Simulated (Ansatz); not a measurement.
## How far to go with the plane-wave cutoff: TiCo (P4mm, 2 atoms in the cell)

```yaml
crystal:
  lattice:
    - [2.98103, 0.00000, 0.00000]
    - [0.00000, 2.98103, 0.00000]
    - [0.00000, 0.00000, 2.98103]
  atoms:
    - { symbol: Ti, position: [0.00000, 0.00000, 0.01677] }
    - { symbol: Co, position: [0.50000, 0.50000, 0.50000] }
```

Computed with LDA (PW92), PAW files made with PBE (plane waves; Ansatz, a first-principles code).

Base settings: basis.ecutwfc = 420 eV; kpoints.mp_grid.grid = 11 11 11; hamiltonian.xc = lda; hamiltonian.pseudopotentials = {kind: paw} (the program's default PAW files); scf.occupations.method = fermi_dirac; scf.occupations.width = 0.1 eV.

The second cell is the first with its lattice scaled by 0.98.

The mesh stays at the base's, so the ladder's end is converged at best in this setting alone.

The first pressure column holds Ansatz's estimate of the finite-basis (Pulay) stress, which hides part of the cutoff error; the other is without it.

Only quantities that move along the ladder and can be compared are tabulated.

The count of work is k-points × plane waves × bands × iterations; it is no time. 

The starting cell has typed, rounded lattice constants, without a prior relaxation at this level. Its lattice was rescaled by up to half a per cent. One atom was moved a little off its site on purpose. Spin polarisation is off. In the base run, with a pressure of about -14 GPa the cell is away from its equilibrium volume at this level.

```tsv
basis.ecutwfc	free energy less the last step's (meV/atom)	energy of the compressed cell less the first (meV/atom)	pressure (GPa)	pressure without the Pulay estimate (GPa)	largest difference of a force vector from the last step's (eV/Å)	count of work / last
145 eV	41929.01	-382.16	-99.98	-1646.47	1.196	0.048
170 eV	19611.44	-412.68	-85.74	-897.70	1.269	0.076
190 eV	10567.89	-121.19	-36.51	-544.23	0.660	0.088
210 eV	5478.84	28.72	-6.19	-328.15	0.343	0.093
230 eV	2640.05	-2.67	-7.20	-191.22	0.019	0.10
250 eV	1210.96	-24.10	-10.75	-108.96	0.045	0.12
295 eV	171.74	-46.94	-14.56	-33.16	0.024	0.16
335 eV	25.92	-45.35	-14.25	-17.64	0.001	0.19
380 eV	3.61	-44.53	-14.07	-14.39	0.000	0.24
420 eV	1.89	-44.73	-14.10	-14.16	0.000	0.25
460 eV	1.33	-44.82	-14.12	-14.16	0.000	0.32
505 eV	0.96	-44.85	-14.12	-14.14	0.000	0.36
565 eV	0.65	-44.86	-14.12	-14.15	0.000	0.41
630 eV	0.33	-44.89	-14.13	-14.15	0.000	0.49
735 eV	0.11	-44.92	-14.13	-14.14	0.000	0.63
840 eV	0.07	-44.92	-14.13	-14.14	0.000	0.73
1010 eV	0.00	-44.92	-14.14	-14.14	0.000	1.0
```

Coarsest basis.ecutwfc that holds the pressure within 0.05 GPa of the last step, with all finer ones: 420 eV, at 0.25 of the last step's count of work; the step before is off by 0.07 GPa.

Coarsest basis.ecutwfc that holds the pressure without the Pulay estimate within 0.5 GPa of the last step, with all finer ones: 380 eV, at 0.24 of the last step's count of work; the step before is off by 3.5 GPa.

Coarsest basis.ecutwfc that holds the forces within 0.01 eV/Å of the last step, with all finer ones: 335 eV, at 0.19 of the last step's count of work; the step before is off by 0.024 eV/Å.

The energy difference between the two cells stays within 1 meV/atom of the last step's from 335 eV on, the total only from 505 eV on: much of the error is common to both cells and cancels.

At the lowest cutoff the pressure without the Pulay estimate lies 1630 GPa under the last step's, the usual sign of Pulay stress in an incomplete plane-wave basis.

Keys are those of Ansatz 0.2.
